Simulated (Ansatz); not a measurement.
Consider Na in the bcc (W type) structure (space group Im-3m, No. 229; a = 4.199 Å; relaxed with 0.1 eV smearing).

Computed with Ansatz (a first-principles code), PBE, PAW, cutoff 420 eV, spin-orbit coupling left out.

Before the change:

| Quantity | Result |
|---|---|
| Pressure | 0.0 GPa |

One thing is altered: every lattice vector is shortened by 1.50 %; the atoms relax in the strained cell.

Task: Predict the new energy relative to the base.

Result: The energy grows by 1.9 meV/atom.

Task: What does the calculation give for the pressure after the change?

Result: The pressure goes from zero to 0.4 GPa.

No phonon test of stability was made.
